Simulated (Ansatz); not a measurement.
InP (F-43m), Ansatz (a program for electronic structure) with HSE06 with spin-orbit coupling, rigid bands: N_v = 2.10e19 cm⁻³ at 300 K and a hole conductivity mass of 0.537 mₑ.

For 1e17 holes per cm³ at 300 K, place the Fermi level, estimate the Seebeck coefficient of a parabolic band with constant τ, and give mobility and conductivity for τ = 50 fs.

The level lies k_BT ln(N_v/p) = 0.138 eV above the valence-band maximum. S ≈ +(k_B/e)[ln(N_v/p) + 5/2] = 676 μV/K, against 694 μV/K from the full bands (mean over directions). μ = eτ/m = 164 cm²/(V·s) and σ = peμ = 2.62 S/cm. τ is assumed, not computed.

Band transport and this doping are assumed; polarons and phonon drag are left out. Geometry: cell and atoms relaxed with PBEsol.
